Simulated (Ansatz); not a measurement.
**SrTe: energy against volume**

SrTe (rock salt, Fm-3m, 36.046 Å³/atom and stress up to 0.01 GPa in the relaxed cell, cube axes along x, y and z) under hydrostatic pressure, with the cell free. PBEsol in Ansatz, a plane-wave DFT program (PAW, default set), 420 eV, 9×9×9 Γ-centred mesh, Fermi-Dirac smearing 0.05 eV; ions are relaxed, or left where forces stay under 0.02 eV/Å, within the symmetry of each cell.

Here V stands for volume and E for E less E0.

| volume (Å³/atom) | E less E0 (meV/atom) | pressure (GPa) |
|---|---|---|
| 38.4294 | 15.68 | -1.99 |
| 37.1601 | 3.63 | -1.02 |
| 36.0461 | 0.00 | 0.00 |
| 35.7512 | 0.27 | 0.30 |
| 35.3755 | 1.44 | 0.70 |
| 34.6837 | 6.14 | 1.49 |
| 33.5394 | ? | ? |

Fit E of the 6 rows that show it with the third-order Birch-Murnaghan form, a cubic in V^(-2/3). With u = V^(-2/3) - 0.0914, the rows have u = -0.0035872, -0.0015988, 0.0002420, 0.0007452, 0.0013965, 0.0026264. Least squares gives E = 0.061 - 517.6·u + 1074608·u² + 1431479·u³. Residuals (row less fit): 0.000, 0.000, 0.001, -0.003, 0.002, 0.000; standard error 0.003 (degrees of freedom: 2). Its minimum lies at u = 0.0002407, so V0 = (0.0916407)^(-3/2) = 36.05. There d²E/du² = 2151000 and d³E/du³ = 8589000, so B0 = (4/9) × 36.05^(-7/3) × 2151000 × 0.160218 = 35.7 GPa (the last factor turns the table's units into GPa), and B0' = 4 + (2/3) × 0.0916407 × (8589000)/2151000 = 4.2. B0' rests on the cubic coefficient alone and has a standard error of 0.1 from these residuals.

Estimate the missing E (V = 33.5394); what did the run itself give?

u = 0.0047531, so E = 0.061 - 517.6 × 0.0047531 + 1074608 × 0.0047531² + 1431479 × 0.0047531³ = 22.032 meV/atom. The calculation gives 22.04 meV/atom, 0.008 meV/atom above the prediction (0.0 % of the range of E in the table). The row lies outside the fitted rows, so this is an extrapolation. The scatter of the fitted rows lies at the last printed digit.

Spin-orbit coupling is left out, which can shift these values for the heavy elements here. Other structures, which can take over under pressure, weren't tried. The same form fitted to the pressure column gives B0' = 4.2; series where the two differ by over 0.4 aren't shown. Rows are the converged runs of the series near zero and its far end, less any whose ions stayed unrelaxed beside relaxed ones; series whose fitted rows scatter by over a few per cent of the range, as at a crossing or softening among them, aren't shown in this form.
